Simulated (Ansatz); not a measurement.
Base system: BP in the zinc blende structure (space group F-43m, No. 216; a = 4.520 Å). Axes: x, y, z lie along the cube axes.

Levels (all Ansatz, a program for electronic structure, PAW, earlier PAW set): PBEsol (420 eV, no spin-orbit coupling); r2SCAN (500 eV, no spin-orbit coupling).

Its gap is 1.11 eV with PBEsol and 1.39 eV with r2SCAN.

The change: compressive biaxial strain of 0.91 % in the plane normal to [001], as in epitaxy on a mismatched substrate; the out-of-plane cell vector and the atoms relax.

With PBEsol the gap becomes 0.99 eV.

### Question
If the r2SCAN correction stayed the same, what would the r2SCAN gap be, and what does the r2SCAN run give?

### Answer
A rigid correction of +0.28 eV gives 1.27 eV. The r2SCAN run gives 1.27 eV, so the two effects roughly add.

Single points use the geometry relaxed with PBEsol. Whether these cells are dynamically stable was not tested.
